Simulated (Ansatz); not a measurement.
## A short convergence ladder for CaAlSiH (P3m1, 4 atoms in the cell)

```
CaAlSiH
1.0
    4.13085     0.00000     0.00000
   -2.06542     3.57742     0.00000
    0.00000     0.00000     4.68414
Ca Al Si H
1 1 1 1
Cartesian
  0.00000   0.00000   4.73376
  2.06543   1.19247   2.14116
  0.00000   2.38495   2.65071
  2.06543   1.19247   0.39244
```

Base method: PBEsol, default PAW files made with PBE (plane waves; Ansatz, a quantum-chemistry and plane-wave program).

Base settings: basis.ecutwfc = 420 eV; kpoints.mp_grid.grid = 7 7 5; hamiltonian.xc = pbesol; hamiltonian.pseudopotentials = {kind: paw} (the program's default PAW files); scf.occupations.method = fermi_dirac; scf.occupations.width = 0.01 eV.

**The width of Fermi-Dirac smearing**

The mesh stays at the base's, so the ladder's end is converged at best in this setting alone.

Only quantities that move along the ladder and can be compared are tabulated.

```tsv
scf.occupations.width	free energy less the last step's (meV/atom)	pressure (GPa)	largest difference of a force vector from the last step's (eV/Å)
1 eV	-431.63	2.85	0.073
0.5 eV	-56.85	-0.49	0.096
0.2 eV	-2.14	-1.18	0.021
0.1 eV	-0.13	-1.22	0.004
0.02 eV	0.00	-1.22	0.000
```

Widest scf.occupations.width that holds the free energy within 0.5 meV/atom of the last step, with all finer ones: 0.1 eV; the step before is off by 2.1 meV/atom.

Widest scf.occupations.width that holds the pressure within 0.2 GPa of the last step, with all finer ones: 0.2 eV; the step before is off by 0.73 GPa.

Widest scf.occupations.width that holds the forces within 0.01 eV/Å of the last step, with all finer ones: 0.1 eV; the step before is off by 0.021 eV/Å.

On the base run: the starting cell comes from a database of computed structures (which also holds hypothetical and non-ambient phases and stackings), without a prior relaxation at this level. Its lattice was rescaled by up to half a per cent. One atom was moved a little off its site on purpose. Ansatz's pressure includes its estimate of the finite-basis (Pulay) stress.

Keys are those of Ansatz 0.2.
